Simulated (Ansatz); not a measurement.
Input:

```
CELL_PARAMETERS angstrom
      2.50018     1.44348     4.48289
     -2.50018     1.44348     4.48289
      0.00000    -2.88696     4.48289
ATOMIC_POSITIONS crystal
  Ga 0.14430 0.14430 0.14430
  Ga 0.85570 0.85570 0.85570
  Ga 0.35570 0.35570 0.35570
  Ga 0.64430 0.64430 0.64430
  O  0.55278 0.25000 0.94722
  O  0.44722 0.75000 0.05278
  O  0.94722 0.55278 0.25000
  O  0.05278 0.44722 0.75000
  O  0.25000 0.94722 0.55278
  O  0.75000 0.05278 0.44722
```

No spin polarisation.

Calculations: PBEsol, PAW, 420 eV (Ansatz, a program for electronic structure; no spin-orbit coupling). Settings: 8×8×8 k-points, 0.05 eV Fermi–Dirac smearing.

What is the computed band gap?

2.70 eV.

Predict the width of the top valence band.

0.45 eV.

Stability against distortions was not tested. The cell was made from In2O3 by this change: In → Ga.
